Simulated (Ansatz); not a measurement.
This Ansatz (a program for electronic structure) input is the reference run, C (space group Ia-3, No. 206; a hypothetical phase, not in the database extracts checked), computed with PBEsol (Ansatz, PAW, spin-orbit coupling left out):

Ansatz 0.2 input:
```yaml
crystal:
  lattice:
    - [-2.2243682474, 2.2243682474, 2.2243682474]
    - [2.2243682474, -2.2243682474, 2.2243682474]
    - [2.2243682474, 2.2243682474, -2.2243682474]
  atoms:
    - { symbol: C, position: [0.1885786711, 0.1885786711, 0.1885786711] }
    - { symbol: C, position: [0.5, 0, 0.3114213289] }
    - { symbol: C, position: [0.3114213289, 0.5, 0] }
    - { symbol: C, position: [0, 0.3114213289, 0.5] }
    - { symbol: C, position: [0.8114213289, 0.8114213289, 0.8114213289] }
    - { symbol: C, position: [0.5, 0, 0.6885786711] }
    - { symbol: C, position: [0.6885786711, 0.5, 0] }
    - { symbol: C, position: [0, 0.6885786711, 0.5] }
basis: { ecutwfc: 420, ecutrho_ratio: 4, xc_grid: 2, fft_grid_basis: typed }
kpoints: { mp_grid: { grid: [10, 10, 10] } }
hamiltonian:
  xc: pbesol
  dispersion: none
  pseudopotentials: { kind: paw }
scf: { occupations: { method: fermi_dirac, width: 0.05 }, convergence: { dr2_threshold: 0.0000000008 } }
output: { forces: true, stress: true }
```

Question: Write the input for this change: uniaxial stress, 1 GPa compression along x; all other stress components relax to zero.

Answer: 
Ansatz 0.2 input:
```yaml
crystal:
  lattice:
    - [-2.2243682474, 2.2243682474, 2.2243682474]
    - [2.2243682474, -2.2243682474, 2.2243682474]
    - [2.2243682474, 2.2243682474, -2.2243682474]
  atoms:
    - { symbol: C, position: [0.1885786711, 0.1885786711, 0.1885786711] }
    - { symbol: C, position: [0.5, 0, 0.3114213289] }
    - { symbol: C, position: [0.3114213289, 0.5, 0] }
    - { symbol: C, position: [0, 0.3114213289, 0.5] }
    - { symbol: C, position: [0.8114213289, 0.8114213289, 0.8114213289] }
    - { symbol: C, position: [0.5, 0, 0.6885786711] }
    - { symbol: C, position: [0.6885786711, 0.5, 0] }
    - { symbol: C, position: [0, 0.6885786711, 0.5] }
basis: { ecutwfc: 420, ecutrho_ratio: 4, xc_grid: 2, fft_grid_basis: typed }
kpoints: { mp_grid: { grid: [10, 10, 10] } }
hamiltonian:
  xc: pbesol
  dispersion: none
  pseudopotentials: { kind: paw }
scf: { occupations: { method: fermi_dirac, width: 0.05 } }
relax: { f_tol: 0.005, max_steps: 50, cell: { stress_tol: 0.01, sigma_target: [1, 0, 0, 0, 0, 0] } }
output: { forces: true, stress: true }
checkpoint: { write: state.ck, write_every: 1000 }
```
This is the input that was run.

Load acts through the strain it causes; cell and atoms are relaxed under it. sigma_target is in GPa, compression positive, in the order xx, yy, zz, yz, xz, xy. Stability under load was not tested beyond the relaxation.
